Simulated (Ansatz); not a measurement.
Base system: AlN in the rock salt structure (space group Fm-3m, No. 225; a = 4.045 Å; a cell from a computed database, its experimental status unchecked).

One thing is altered: a hydrostatic pressure of 1.5 GPa.

Levels (all Ansatz, a first-principles code, PAW): PBEsol (420 eV, spin-orbit coupling left out); HSE06 (420 eV, no spin-orbit coupling).

The geometry is relaxed with PBEsol.

| Property | Result |
|---|---|
| PBEsol lowest conduction level above the VBM at special points | X 4.60 eV; Γ 5.71 eV; K 5.80 eV |

### Question
What does HSE06 give at this geometry for the lowest conduction level above the VBM at special points?

### Answer
The lowest conduction level above the VBM at special points goes from X 4.60 eV; Γ 5.71 eV; K 5.80 eV to X 6.08 eV; Γ 7.27 eV; K 7.31 eV.

Single points use the geometry relaxed with PBEsol. The hybrid gap comes from the SCF mesh plus the semilocal run's edge points and a few special points and is an upper bound. The levels and masses belong to the bands next to the band gap. Load acts through the strain it causes; cell and atoms are relaxed under it. Whether these cells are dynamically stable was not tested. This is not the structure that AlN has at room temperature and ambient pressure.
